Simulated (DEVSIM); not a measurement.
# abrupt In0.53Ga0.47As n-p junction

System: abrupt In0.53Ga0.47As n-p junction, at 300 K.

```
layer (left to right)        material  thickness (μm)  Nd (cm⁻³)  Na (cm⁻³)   τn (s)   τp (s)
---------------------  --------------  --------------  ---------  ---------  -------  -------
1                      In0.53Ga0.47As            97.0     1.3e15          -  9.1e-10  9.1e-10
2                      In0.53Ga0.47As             210          -     8.5e16  9.1e-11  9.1e-10
```

Left contact: ohmic. Right contact: ohmic. Voltage is applied to the left contact. Recombination: SRH at mid-gap, radiative, Auger. Mobility is μmin + (μ − μmin)/(1 + (N/Nref)^α).

Constants are typed, rounded textbook-type inputs, not results; the design itself was drawn at random and stands for no fabricated device. Values at 300 K.

```tsv
parameter	In0.53Ga0.47As
gap (eV)	0.74
affinity (eV)	4.51
permittivity	13.9
Nc (cm⁻³)	2.1e17
Nv (cm⁻³)	7.7e18
μn (cm²/Vs)	12000
μp (cm²/Vs)	300
μn,min	300
μp,min	10
Nref,n	1.3e17
Nref,p	4.9e17
αn	0.48
αp	0.4
B (cm³/s)	9.6e-11
Cn (cm⁶/s)	5e-29
Cp (cm⁶/s)	5e-29
```

Model (solved in DEVSIM): 1D drift-diffusion, Boltzmann statistics, complete ionisation; no tunnelling, impact ionisation, image-force lowering or self-heating.

```json
{
  "potential_step_across_the_device_at_zero_bias": "0.492 V",
  "largest_field_in_the_device_at_zero_bias": "18000 V/cm",
  "Dark forward voltage at 1 A/cm²": "0.302 V"
}
```

Small-signal capacitance in reverse bias (quasi-static):

```json
[
 {"V (V)": "0.1", "C (nF/cm²)": "15.7"},
 {"V (V)": "0.25", "C (nF/cm²)": "13.8"},
 {"V (V)": "0.5", "C (nF/cm²)": "11.7"},
 {"V (V)": "0.75", "C (nF/cm²)": "10.4"},
 {"V (V)": "1", "C (nF/cm²)": "9.40"},
 {"V (V)": "1.5", "C (nF/cm²)": "8.08"},
 {"V (V)": "2", "C (nF/cm²)": "7.20"},
 {"V (V)": "2.5", "C (nF/cm²)": "6.56"},
 {"V (V)": "3.25", "C (nF/cm²)": "5.85"},
 {"V (V)": "4", "C (nF/cm²)": "5.33"},
 {"V (V)": "5", "C (nF/cm²)": "4.82"}
]
```

Dark forward current:

(V (V), J (A/cm²)): (-0.05, -0.0016); (-0.10, -0.0061); (-0.15, -0.021); (-0.20, -0.074); (-0.25, -0.28); (-0.30, -0.96); (-0.35, -2.5); (-0.40, -4.9); (-0.45, -7.8); (-0.50, -11); (-0.55, -15); (-0.60, -18); (-0.65, -22); (-0.70, -26); (-0.75, -29); (-0.80, -33); (-0.85, -37); (-0.90, -41); (-0.95, -45); (-1.00, -49); (-1.05, -53); (-1.10, -57); (-1.15, -61); (-1.20, -65)
